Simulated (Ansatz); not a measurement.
System: cubic perovskite KZnF3. Method: RPBE (Ansatz, a program for electronic structure, PAW).

Run with plane-wave cutoff 520 eV, 8×8×8 k mesh, Fermi–Dirac smearing 0.01 eV, scalar-relativistic PAW data made under PBE.

Computed at the level's own relaxed cell.

**Question.** Estimate the pressure derivative B′ of the bulk modulus, band gap, bulk modulus B0 and smallest direct gap on the k points sampled that the calculation returns.

**Answer.** 
- pressure derivative B′ of the bulk modulus = 4.6
- band gap = 3.76 eV (indirect)
- bulk modulus B0 = 58.7 GPa
- smallest direct gap on the k points sampled = 4.96 eV

Measured, for comparison: bulk modulus 80 GPa (temperature not stated, not corrected to a static lattice, (C11+2C12)/3; as tabulated in Vaitheeswaran et al. (2016), arXiv:1609.00541). Computed (rounded) less measured: bulk modulus -27 %.

Note: the cell is over a tenth larger than the published one: the level's own overestimate first of all, though another phase or state, or a fault of the published cell, is possible.

The result took around 80 core-seconds (rough).
